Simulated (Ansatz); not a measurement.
Consider the following.

End structure of the (22-41) surface of hcp Cd in its 1x1 cell, outermost plane spacing 0.38 Å in the ideal cut:

```xyz
27
Lattice="5.2568 0.0000 0.0000 2.6284 11.5255 0.0000 0.0000 0.0000 26.0000" Properties=species:S:1:pos:R:3 pbc="T T T"
Cd     4.5646     9.6859     8.4807
Cd     5.5392     6.7461     8.5339
Cd     4.7525     3.8225     8.4666
Cd     0.9229     1.3093     9.0759
Cd     7.1237    10.4496     9.6638
Cd     2.9461     7.4901     9.7365
Cd     2.1113     4.5411     9.6884
Cd     3.4628     1.9328    10.6070
Cd     4.5421    10.9220    11.4492
Cd     5.7973     8.1054    11.4442
Cd     4.6324     5.1463    11.4230
Cd     0.6887     2.2456    12.2973
Cd     7.2411    10.7879    13.0060
Cd     3.2144     7.8697    12.9471
Cd     1.9767     4.9727    12.9573
Cd     3.3133     1.9637    13.8746
Cd     4.6524    10.5783    14.5389
Cd     5.8040     7.6434    14.4895
Cd     4.5284     4.8350    14.5274
Cd     0.8259     2.3638    15.5601
Cd     7.4348    11.1792    16.2690
Cd     3.0122     8.2415    16.1609
Cd     1.8674     5.3535    16.2880
Cd     3.5458     3.0130    17.0744
Cd     4.8446    11.9171    17.4861
Cd     5.6081     8.9604    17.4190
Cd     4.5645     6.0482    17.5350
```

Slab: 27 atoms, 9.8 Å thick at the start (thin: gaps and levels are the slab's own); k 8x4x1, smearing 0.1 eV, dipole-corrected; all atoms relaxed; no symmetry held; no spin, no spin-orbit, no U.

**Question.** Predict the work function of the top face from PBE run with Ansatz (a first-principles code).

**Answer.** 4.01 eV
